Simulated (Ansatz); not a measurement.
Here is the system:

```yaml
crystal:
  lattice:
    - [5.01320, 0.00000, 0.00000]
    - [2.50660, 4.34156, 0.00000]
    - [0.00000, 0.00000, 5.43005]
  atoms:
    - { symbol: Si, position: [0.47477, 0.52523, 0.83333] }
    - { symbol: Si, position: [0.00000, 0.47477, 0.16667] }
    - { symbol: Si, position: [0.52523, 0.00000, 0.50000] }
    - { symbol: O, position: [0.41452, 0.84416, 0.70844] }
    - { symbol: O, position: [0.74132, 0.41452, 0.04178] }
    - { symbol: O, position: [0.84416, 0.74132, 0.37511] }
    - { symbol: O, position: [0.15584, 0.58548, 0.95822] }
    - { symbol: O, position: [0.25868, 0.15584, 0.29156] }
    - { symbol: O, position: [0.58548, 0.25868, 0.62489] }
```

No spin polarisation.

All numbers come from PBEsol (Ansatz, a first-principles code), spin-orbit coupling left out. k-mesh 8×8×6 (Γ-centred); smearing 0.05 eV (Fermi–Dirac).

Task: Predict the width of the top valence band.

Result: 0.60 eV.

Task: Predict the pressure (mean of the normal stresses, compression positive).

Result: -0.63 GPa.

The levels and masses belong to the bands next to the band gap. The cells carry an imposed strain or load. Whether these cells are dynamically stable was not tested. The cell was made from SiO$_{2}$ (space group P3_121, No. 152) by this change: biaxial strain +1.29 %, plane normal [001], relaxed out of plane.
